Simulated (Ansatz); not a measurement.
**AlIr (model structure, Fm-3m, No. 225, 2 atoms in the cell)**

All values below come from LDA (Ansatz, a first-principles code, PAW).

Settings: plane-wave cutoff 520 eV, 20×20×20 k mesh, Fermi–Dirac smearing 0.05 eV, no spin polarisation, scalar-relativistic PAW data made under PBE.

Cell (relaxed at this level):

```cif
data_AlIr
_chemical_formula_sum 'Ir1 Al1'
_space_group_name_H-M_alt 'P 1'
_space_group_IT_number 1
_cell_length_a 3.50827
_cell_length_b 3.50827
_cell_length_c 3.50827
_cell_angle_alpha 60.000
_cell_angle_beta 60.000
_cell_angle_gamma 60.000
loop_
_space_group_symop_operation_xyz
  'x, y, z'
loop_
_atom_site_label
_atom_site_type_symbol
_atom_site_fract_x
_atom_site_fract_y
_atom_site_fract_z
_atom_site_occupancy
Ir1 Ir 0.00000 0.00000 0.00000 1
Al1 Al 0.50000 0.50000 0.50000 1
```

```json
{
  "bulk modulus B0": "177 GPa"
}
```

Note: the run has no spin polarisation, so it can have missed a magnetic state; the bulk modulus is −V dP/dV from two relaxed cells at ±2 % in volume; the relaxation could raise the start's symmetry but not lower it, so the cell can be a saddle point.

Spin–orbit coupling is not included.

Computed values are for the static lattice.

A model structure was made by putting elements into a prototype or built by hand; it is no filed structure, need not be a known phase, and can be a saddle point held by its symmetry.
